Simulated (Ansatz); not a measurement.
## ZnS (R3m, No. 160, 36 atoms in the cell; start mp-1196782; a measured phase of this formula has another space group): smallest direct gap on the k points sampled by level of theory

No measured value is used here.

| level (code) | value (eV) |
|---|---|
| LDA (Ansatz) | ? |
| r²SCAN (Ansatz) | 2.71 |
| r²SCAN+rVV10 (Ansatz) | 2.71 |

Problem. Fill in the missing entries.

Solution. 
- LDA (Ansatz, an electronic-structure program), value (eV): 2.13

Computed values are for a static lattice.  Each level is taken at its own relaxed cell. Cutoffs differ between the levels. Ansatz's density-functional and Hartree–Fock values are scalar-relativistic unless marked +SOC, with PAW data made under PBE.

A start named mp-… is a Materials Project structure, which need not be a measured phase.
